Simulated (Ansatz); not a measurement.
Given:

```xyz
2
Lattice="4.2644 0.0000 0.0000 2.1322 3.6931 0.0000 2.1322 -1.2310 3.5948" Properties=species:S:1:pos:R:3 pbc="T T T"
Cd     0.0000     0.0000     0.0246
Se     4.2644     0.0000     2.6715
```

No spin polarisation.

Level of theory: Ansatz (a quantum-chemistry and plane-wave program), r2SCAN, PAW, cutoff 500 eV, no SOC. Settings: 9×9×9 k-points, 0.05 eV Fermi–Dirac smearing.

**Question.** Predict the band gap and gap character.

**Answer.** 
```json
{
 "band_gap": "1.02 eV",
 "gap_character": "direct at Γ"
}
```

The cells carry an imposed strain or load. Stability against distortions was not tested. The cell was made from CdSe in the zinc blende structure (space group F-43m, No. 216) by this change: biaxial strain −1.67 %, plane normal [111], relaxed out of plane.
